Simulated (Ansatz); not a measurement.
Start from PbS in the zinc blende structure (space group F-43m, No. 216; a = 6.5430 Å; a hypothetical phase, not in the database extracts checked).

Perturbation: a negative pressure, −1 GPa.

Levels (all Ansatz, a program for electronic structure, PAW): PBEsol (420 eV, scalar-relativistic without spin-orbit coupling); PBEsol+SOC (420 eV, with spin-orbit coupling).

The geometry is relaxed with PBEsol.

| Item | Result |
|---|---|
| PBEsol electron mass | 1.8 mₑ along k, 0.36 mₑ across (at X) |
| PBEsol lowest conduction level above the VBM at special points | X 0.70 eV; U 1.77 eV; K 1.77 eV; Γ 2.43 eV |
| PBEsol pressure | -10.1 kbar |

With PBEsol+SOC at the same geometry, the electron mass goes from 1.8 mₑ along k, 0.36 mₑ across (at X) to 2.2 mₑ along k, 0.39 mₑ across (at X); the lowest conduction level above the VBM at special points goes from X 0.70 eV; U 1.77 eV; K 1.77 eV; Γ 2.43 eV to X 0.62 eV; U 1.46 eV; K 1.46 eV; Γ 1.22 eV; the pressure drops by 0.8 kbar (-10.1 kbar → -10.9 kbar).

Single points use the geometry relaxed with PBEsol. The spin-orbit shifts are approximate. Spin-orbit coupling, missing from the scalar runs, can matter with Pb. The levels and masses belong to the bands next to the band gap. Load acts through the strain it causes; cell and atoms are relaxed under it. Masses are band curvatures over ±0.01 Å⁻¹ around the edge. Along k means along the line from Γ to the band edge. No phonon test of stability was made.
